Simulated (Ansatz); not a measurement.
Where the default PAW files enter, the runs use the earlier of Ansatz's two default sets.

Input:

```yaml
crystal:
  lattice:
    - [4.91656, 0.00000, 0.00000]
    - [-2.45828, 4.25787, 0.00000]
    - [0.00000, 0.00000, 5.43163]
  atoms:
    - { symbol: Si, position: [0.53120, 0.53120, 0.33333] }
    - { symbol: Si, position: [0.46880, 0.00000, 0.00000] }
    - { symbol: Si, position: [0.00000, 0.46880, 0.66667] }
    - { symbol: O, position: [0.26856, 0.41310, 0.54782] }
    - { symbol: O, position: [0.58690, 0.85546, 0.21449] }
    - { symbol: O, position: [0.14454, 0.73144, 0.88115] }
    - { symbol: O, position: [0.85546, 0.58690, 0.45218] }
    - { symbol: O, position: [0.73144, 0.14454, 0.78551] }
    - { symbol: O, position: [0.41310, 0.26856, 0.11885] }
```

Space group of this cell: P3_221. The cell is taken as given.

The numbers are results of r2SCAN (plane waves, PAW; Ansatz, a quantum-chemistry and plane-wave program), not measurements.

The current runs along the normal of the first two printed vectors; no spin-orbit coupling. Scaled by the factor s: all lengths (ions clamped). Meshes 12×12×6 and 12×12 across the current in all rows.

| s | mean pressure (GPa) | band gap (eV) |
|---|---|---|
| 0.98 | 13.9 | ? |
| 1.00 | 0.1 | 6.60 |
| 1.02 | -10.5 | 6.16 |

Problem. Take the slope of the band gap against ln s from the two given rows, extrapolate to s = 0.98, and say what the run there gives.

Solution. Slope = (6.16 − 6.60) / ln 1.02 = -22.2 eV. The line gives 6.60 + (-22.2) × ln 0.98 = 7.05 eV. The run gives 7.01 eV, 0.04 eV under the line, 9 % of the predicted step.
